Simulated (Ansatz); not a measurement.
Amorphous Zr20O41K2, 63 atoms at 5.24 g/cm³, one PBE-relaxed geometry, zone centre. Methods: PBE, scalar-relativistic without spin-orbit coupling (Ansatz, a program for electronic structure); r2SCAN, scalar-relativistic without spin-orbit coupling (Ansatz); HSE06, scalar-relativistic without spin-orbit coupling (Ansatz). Plane waves to 420 eV (r2SCAN 500 eV); exact exchange is cut at the cell's faces. At PBE the levels at the filled edge of the gap are localised (band-tail or defect states). All rungs ran without spin polarisation.

It comes from a melt-quench run on a machine-learned potential (CHGNet), relaxed afterwards by DFT. O atoms were pushed apart under 1.9 Å during the dynamics, to hinder bonds among them. The hot cell started wider than the set density and was brought back towards it in steps. It is the lowest in DFT energy of 2 quenches. It is a model cell: composition and starting density were chosen by hand, and all elements were melted together. No dispersion term was used. Its density started from a set value of 5.07 and ended at 5.24 g/cm³. The quench (nominally 380 K/ps over its main leg) was far faster than any real one, so the model tends to hold more defects than a real film. One small periodic cell is one sample of the glass; other quenches scatter about these values. Volume and shape were free in the relaxation.

The relaxation ran on the zone centre alone. At PBE the level gap is 3.33 eV on a 2×2×2 Γ-centred mesh, and the spacing at the zone centre alone 3.42 eV.

Question: What zone-centre spacing does r2SCAN give, roughly?

Answer: 3.84 eV (+0.42 eV against PBE).

Question: What zone-centre spacing does HSE06 give, roughly?

Answer: 4.90 eV (+1.48 eV against PBE).

The highest filled and the lowest empty state spread over these numbers of atoms (participation numbers): PBE: 5.1 and 21.5; r2SCAN: 4.8 and 20.2; HSE06: 4.9 and 20.5.
